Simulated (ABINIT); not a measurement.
Troubleshooting ABINIT: a failed run on Sr₃CaI₈ (I4/mmm, 12 atoms in the cell). The aim is a self-consistent single point with DFT, PBEsol, plane waves, PAW (JTH v2.0 PBE PAW, files made for PBE).

Cell that was meant: a = 9.8067 Å, b = 9.8067 Å, c = 9.8067 Å, α = 131.79°, β = 131.79°, γ = 70.56°.

Part of the input:

```
         0.6300700000    0.6300700000    0.5069600000
         0.3699300000    0.3699300000    0.4930400000
ecut 20
pawecutdg 10
ixc -116133
occopt 7
tsmear 0.00073499
```

Output, abridged:

```
 Perdew, Burke & Ernzerhof SOL
 J. P. Perdew, A. Ruzsinszky, G. I. Csonka, O. A. Vydrov, G. E. Scuseria, L. A. Constantin, X. Zhou, and K. Burke, Phys. Rev. Lett. 100, 136406 (2008)
 Perdew, Burke & Ernzerhof SOL
 J. P. Perdew, A. Ruzsinszky, G. I. Csonka, O. A. Vydrov, G. E. Scuseria, L. A. Constantin, X. Zhou, and K. Burke, Phys. Rev. Lett. 100, 136406 (2008)

--- !WARNING
src_file: m_parser.F90
src_line: 2527
message: |

     chkdpr: ERROR -
      Context : the value of the variable pawecutdg>=ecut is   0.
      The value of the input variable pawecutdg is  1.000000000000E+01,
      while it must be larger or equal to  2.000000000000E+01.
      Action: you should change the input variables pawecutdg or pawecutdg>=ecut.
...

--- !ERROR
src_file: m_chkinp.F90
src_line: 4218
mpi_rank: 0
message: |
    Checking consistency of input data against itself gave 1 inconsistency.
    The details of the problem can be found above (or in output or log file).
    In parallel, the details might not even be printed there. Then, try running in sequential to see the details.
...

 abinit_abort: decision taken to exit. Check above messages for more info
Abort(13) on node 0 (rank 0 in comm 0): application called MPI_Abort(MPI_COMM_WORLD, 13) - process 0

--- !WARNING
src_file: m_parser.F90
src_line: 2527
message: |

     chkdpr: ERROR -
      Context : the value of the variable pawecutdg>=ecut is   0.
      The value of the input variable pawecutdg is  1.000000000000E+01,
      while it must be larger or equal to  2.000000000000E+01.
      Action: you should change the input variables pawecutdg or pawecutdg>=ecut.
...

--- !ERROR
src_file: m_chkinp.F90
src_line: 4218
mpi_rank: 0
message: |
    Checking consistency of input data against itself gave 1 inconsistency.
    The details of the problem can be found above (or in output or log file).
    In parallel, the details might not even be printed there. Then, try running in sequential to see the details.
...
```

Problem. From the messages shown, name the fault and mend the input.

Solution. The fault is a density cutoff or grid that is too coarse; here the program stops on it instead of giving results. To fix it, restore the density cutoff. The program stopped before any SCF iteration.

The sound input it was made from differs as follows (other fixes are possible):
```diff
-pawecutdg 10
+pawecutdg 40
```

With that input, the run converged in 18 iterations: free energy E − TS -6100.66 eV; top of the valence band (on the code's own zero) -2.47 eV; gap on the k-point mesh 2.87 eV; pressure -1.40 GPa; largest force (vector length) 0.001 eV/Å (DFT, PBEsol, plane waves, PAW (JTH v2.0 PBE PAW, files made for PBE)).

On the sound input: the starting cell comes from a database of computed structures (which also holds hypothetical and non-ambient phases and stackings), without a prior relaxation at this level. Spin-orbit coupling is off. The potentials were made for another functional than the one used.

These are the values that this program gave, and no reference: the one-centre exchange-correlation terms come from a truncated expansion.
